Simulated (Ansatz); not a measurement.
The parent structure is HfO2 (space group P4_2/nmc, No. 137; a = 3.605 Å, c = 5.265 Å).

Level of theory: plane-wave PAW DFT at the PBE level (Ansatz, a program for electronic structure, 420 eV), no spin-orbit coupling, earlier PAW set.

Its conduction minimum is a single valley at Γ with mass 0.93 mₑ.

It is then changed as follows: 0.684 electrons added to each cell, a density of 1.0×10^22 cm⁻³, with a uniform compensating background at fixed cell and a 300 K Fermi–Dirac width.

**Question.** Where would a parabolic band put the Fermi level, and where does the calculation put it?

**Answer.** k_F = (3π²n)^(1/3) = 0.667 Å⁻¹, so ħ²k_F²/2m = 1.8 eV above the band edge at zero temperature. The calculation gives 0.55 eV (to 0.05 eV): the band is strongly non-parabolic or higher valleys fill at this density.

Charged cell with a jellium background: band edges are those of the host's band count, energies are not comparable with the neutral cell, and many-body gap narrowing is missing. Spin-orbit coupling, missing from the scalar runs, can matter with Hf. The levels and masses belong to the bands next to the band gap. Masses are band curvatures over ±0.01 Å⁻¹ around the edge. No phonon test of stability was made. This is not the structure that HfO2 has at room temperature and ambient pressure.
